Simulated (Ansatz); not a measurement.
Base system: PtS2 in the CdI2 type structure (space group P-3m1, No. 164; layered, stacked along the Cartesian z axis).

```xyz
3
Lattice="3.5836 0.0000 0.0000 -1.7918 3.1035 0.0000 0.0000 0.0000 4.6568" Properties=species:S:1:pos:R:3 pbc="T T T"
Pt     0.0000     0.0000     0.0000
S      1.7918     1.0345     1.2060
S      0.0000     2.0690     3.4508
```

Cartesian axes are those of the cell as printed.

Level of theory: PBE-D3(BJ)/PAW in Ansatz (a quantum-chemistry and plane-wave program), spin-orbit coupling left out.

Strains are applied to the cell and any free atomic positions relax; under biaxial strain the out-of-plane vector relaxes too.

One change was made to it. Results:

| quantity | base | after |
|---|---|---|
| pressure (mean of the normal stresses, compression positive) | 0.0 GPa | -0.8 GPa |
| volume per atom | 17.26 Å³ | 17.30 Å³ |
| band gap | zero | zero |

**Question.** What was done to the base?
A) biaxial strain +2.50 %, plane normal [001], relaxed out of plane
B) biaxial strain −2.00 %, plane normal [001], relaxed out of plane
C) biaxial strain −2.50 %, plane normal [001], relaxed out of plane
D) biaxial strain +1.50 %, plane normal [001], relaxed out of plane
E) biaxial strain +0.50 %, plane normal [001], relaxed out of plane

**Answer.** E, biaxial strain +0.50 %, plane normal [001], relaxed out of plane. For comparison, the pressure in the other runs: biaxial strain +2.50 %, plane normal [001], relaxed out of plane gives -4.0 GPa; biaxial strain −2.50 %, plane normal [001], relaxed out of plane gives 4.0 GPa; biaxial strain −2.00 %, plane normal [001], relaxed out of plane gives 3.2 GPa; biaxial strain +1.50 %, plane normal [001], relaxed out of plane gives -2.4 GPa.

Spin-orbit coupling, missing from the scalar runs, can matter with Pt. Whether these cells are dynamically stable was not tested. All final runs are without spin polarisation. A zero or small gap of PtS2 can be the functional's error rather than a property of the material.
